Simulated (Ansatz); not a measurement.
An Ansatz (an electronic-structure program) input (Ansatz, PBEsol, PAW, cutoff 420 eV, without spin-orbit coupling):

Ansatz 0.2 input:
```yaml
crystal:
  lattice:
    - [2.5433461251, 0, 0]
    - [0, 2.5433461251, 0]
    - [0, 0, 3.1936977328]
  atoms:
    - { symbol: B, position: [0.5, 0.5, 0.5] }
    - { symbol: Ti, position: [0, 0, 0] }
basis: { ecutwfc: 420, ecutrho_ratio: 4, xc_grid: 2, fft_grid_basis: typed }
kpoints: { mp_grid: { grid: [18, 18, 15] } }
hamiltonian:
  xc: pbesol
  dispersion: none
  pseudopotentials: { kind: paw }
scf: { occupations: { method: fermi_dirac, width: 0.05 }, convergence: { dr2_threshold: 0.0000000002 } }
output: { forces: true, stress: true }
checkpoint: { write: state.ck, write_every: 1000 }
```

Which symmetry and how many k-points will the program report, and about how many plane waves at Γ?

Space group P4/mmm (ITA 123) with 16 operations, k-points 440 of 4860, and 399 plane waves at Γ.

No phonon test of stability was made. The final runs are not spin-polarised. An odd electron count without spin: TiB. The cell was made from TiAl by this change: Al → B; the result is a hypothetical phase, not in the database extracts checked.
